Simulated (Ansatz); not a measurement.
**Worked example: self-consistent single point of Mg6TiNi (Amm2, 8 atoms in the cell) in Ansatz (an electronic-structure program)**

Level of theory: LDA (PW92), default PAW files made with PBE (plane waves; Ansatz).

This input was run:

Ansatz 0.2 input:
```yaml
# Mg6TiNi
crystal:
  lattice:
    - [4.761100, 0.000000, 0.000000]
    - [0.000000, 3.012620, 5.448235]
    - [0.000000, -3.012620, 5.448235]
  atoms:
    - { symbol: Mg, position: [0.000000, 0.825120, 0.343020] }
    - { symbol: Mg, position: [0.000000, 0.343020, 0.825120] }
    - { symbol: Mg, position: [0.000000, 0.327870, 0.327870] }
    - { symbol: Mg, position: [0.500000, 0.679790, 0.164430] }
    - { symbol: Mg, position: [0.500000, 0.164430, 0.679790] }
    - { symbol: Mg, position: [0.500000, 0.167530, 0.167530] }
    - { symbol: Ti, position: [0.500000, 0.689780, 0.689780] }
    - { symbol: Ni, position: [0.000000, 0.802480, 0.802480] }
basis:
  ecutwfc: 420.0 eV
kpoints:
  mp_grid:
    grid: [7, 6, 6]
hamiltonian:
  xc: lda
  pseudopotentials:
    kind: paw
scf:
  occupations:
    method: cold
    width: 0.05 eV
output:
  forces: true
  eigenvalues: true
  stress: true
```

Output, abridged:

```
WARN ansatz: RAYON_NUM_THREADS=1 ignored (pool sized by the plan → 1); use --threads N
Pseudopotentials: kind: paw
Pseudopotential: Mg, paw, valence charge 10
Pseudopotential: Ti, paw, valence charge 12
Pseudopotential: Ni, paw, valence charge 18
Crystal: 8 atoms, lattice volume = 156.292 Å³
Basis set: ecut = 420 eV, 3027 PW (Γ)
Bands: 54, of which v1, the nominal top of the filled ones, is band 45 counted from 1 (44 counted from 0)
Symmetry: 4 space group operations
Space group: Amm2 (ITA 38), of the structure as read, at distance tolerance 5.4e-5 Å
k-points: 52 of 252 (time reversal used)
PAW frozen core: Mg, regenerated for the run's functional, and the local potential with it
PAW frozen core: Ti, regenerated for the run's functional, and the local potential with it
PAW frozen core: Ni, regenerated for the run's functional, and the local potential with it
Initial density: superposition of atomic densities (neutral atoms: chi_scale 0, normalization atom), corrected by the library's trained network
Initial wavefunctions: pseudopotential atomic-orbital guess
Eigensolver: davidson
Functional: x = slater, c = lda
SCF iter   1: F=—  HF=-19632.393278 eV  |F-HF|=—  |Δ(HF+E_count)|=         —  Δρ=7.88e-3  dr2=6.53e-2  ethr=1.77e-3  ⟨swp⟩=6.8  Hψ=10335  notcnv=0
all-band conjugate gradients solve this SCF's bands
preconditioner: auto → Kerker (q_TF=auto, 2.489 Å⁻¹)
SCF iter   2: F=—  HF=-19632.358636 eV  |F-HF|=—  |Δ(HF+E_count)|=   3.46e-2  S|Δr|=    0.00e0  Δρ=3.44e-3  dr2=2.62e-2  ethr=7.26e-5  ⟨swp⟩=2.1  Hψ=5549  notcnv=0  defer=152
SCF iter   3: F=—  HF=-19632.354209 eV  |F-HF|=—  |Δ(HF+E_count)|=   4.43e-3  S|Δr|=    0.00e0  Δρ=9.90e-4  dr2=3.89e-3  ethr=2.91e-5  ⟨swp⟩=3.0  Hψ=5091  notcnv=0  defer=152
SCF iter   4: F=—  HF=-19632.353690 eV  |F-HF|=—  |Δ(HF+E_count)|=   5.19e-4  S|Δr|=    0.00e0  Δρ=2.81e-4  dr2=2.72e-4  ethr=4.32e-6  ⟨swp⟩=2.0  Hψ=3255  notcnv=0  defer=152
SCF iter   5: F=—  HF=-19632.353644 eV  |F-HF|=—  |Δ(HF+E_count)|=   4.54e-5  S|Δr|=    0.00e0  Δρ=1.27e-4  dr2=2.54e-5  ethr=3.02e-7  ⟨swp⟩=2.0  Hψ=3293  notcnv=0  defer=152
SCF iter   6: F=—  HF=-19632.353641 eV  |F-HF|=—  |Δ(HF+E_count)|=   3.52e-6  S|Δr|=    0.00e0  Δρ=2.38e-5  dr2=1.43e-6  ethr=2.82e-8  ⟨swp⟩=2.0  Hψ=3987  notcnv=0  defer=152
SCF iter   7: F=—  HF=-19632.353641 eV  |F-HF|=—  |Δ(HF+E_count)|=   3.74e-7  S|Δr|=    0.00e0  Δρ=9.45e-6  dr2=2.06e-7  ethr=1.59e-9  ⟨swp⟩=2.0  Hψ=4033  notcnv=0  defer=152
SCF iter   8: F=-19632.353640 eV  HF=-19632.353640 eV  |F-HF|=1.24e-8  |Δ(HF+E_count)|=   3.80e-8  S|Δr|=    0.00e0  Δρ=2.85e-6  dr2=1.51e-8  ethr=1.11e-10  ⟨swp⟩=9.1  Hψ=11159  notcnv=0
SCF 1 converged in 8 iterations: F = -19632.353640 eV  dr2 = 1.51e-8
SCF converged after 8 iterations
Stability not checked (fill_not_monotonic)
Free energy (F): -19632.353640 eV
Harris-Foulkes:  -19632.353640 eV  (|F-HF|=1.24e-8)
Internal energy: -19632.351046 eV  (E = F + TS)
E sigma→0 (E₀):  -19632.352776 eV
Entropy (-TS):   -0.002594 eV (-0.324 meV/atom)
Fermi energy:    7.404614 eV
--- Per-component energies (eV) ---
  E_band       = -2704.525275
  E_kinetic    = 1006.769778
  E_local      = -15253.528353  (includes V_loc(G=0)·N_el)
  E_nonlocal   = 1234.298594
  E_hartree    = 5815.714154
  E_xc         = -349.654565
  E_vxc        = -450.056780  (∫ρ·V_xc dr)
  E_paw        = -4192.044552  (= ΣΔE_a)
  E_vpaw       = -873.445796  (= ΣTr[D̂ρ^β])
  E_aug_tail   = 0.000555  (compensation charges beyond the density's cutoff)
  E_ewald      = -7895.569604
  E_core_change = 1.662947  (= ΣΔE_core)
  E_smearing   = -0.002594  (= −TS)
  E_closure    = 0.000000  (closes the sum)
  Σ components = -19632.353640   (vs F -19632.353640, Δ=0.00e0)
--- Forces (eV/Å), atoms counted from 1 ---
  atom   1  Mg     0.00000000    -0.08182026     0.08293170
  atom   2  Mg     0.00000000     0.08182026     0.08293170
  atom   3  Mg     0.00000000    -0.00000000    -0.00203455
  atom   4  Mg     0.00000000     0.09507029    -0.05827747
  atom   5  Mg     0.00000000    -0.09507029    -0.05827747
  atom   6  Mg     0.00000000     0.00000000    -0.02185701
  atom   7  Ti     0.00000000     0.00000000     0.21229674
  atom   8  Ni     0.00000000     0.00000000    -0.23773838
  max |Σ_I F_I| component: 2.47e-5 eV/Å
--- Stress (GPa, compression-positive) ---
       -4.229298      -0.000000      -0.000000
       -0.000000      -3.453689      -0.000000
       -0.000000      -0.000000      -3.225216
  P = ⅓ Tr σ = -3.6361 GPa (-36.361 kbar)
  The stress holds the Pulay correction. Without it, at fixed plane waves, as pw.x and ABINIT print it: P = -3.6490 GPa
--- Band table (eV; the first three rows and the last of 52) ---
  k-point 0: bands = ["-94.5736", "-67.8807", "-67.4382", "-67.4356", "-67.3972", "-67.3946", "-67.3249", "-55.5337", "-55.3389", "-55.3280", "-49.1240", "-35.3220", "-35.3220", "-35.2802", "-34.8948", "-34.8727", "-34.8693", "-34.8640", "-34.8633", [...]
  k-point 1: bands = ["-94.5736", "-67.8807", "-67.4381", "-67.4357", "-67.3970", "-67.3948", "-67.3249", "-55.5337", "-55.3389", "-55.3280", "-49.1240", "-35.3220", "-35.3220", "-35.2802", "-34.8932", "-34.8735", "-34.8689", "-34.8637", "-34.8624", [...]
  k-point 2: bands = ["-94.5736", "-67.8807", "-67.4377", "-67.4361", "-67.3967", "-67.3951", "-67.3249", "-55.5337", "-55.3389", "-55.3280", "-49.1240", "-35.3220", "-35.3219", "-35.2802", "-34.8892", "-34.8760", "-34.8679", "-34.8648", "-34.8587", [...]
  k-point 51: bands = ["-94.5736", "-67.8807", "-67.4382", "-67.4355", "-67.3972", "-67.3947", "-67.3250", "-55.5338", "-55.3389", "-55.3280", "-49.1238", "-35.3220", "-35.3218", "-35.2802", "-34.8966", "-34.8736", "-34.8676", "-34.8628", [...]
```

The run converged in 8 iterations.

The starting cell comes from a database of computed structures (which also holds hypothetical and non-ambient phases and stackings), without a prior relaxation at this level. Spin polarisation is off. With a pressure of about -4 GPa the cell is away from its equilibrium volume at this level. Ansatz's pressure includes its estimate of the finite-basis (Pulay) stress.
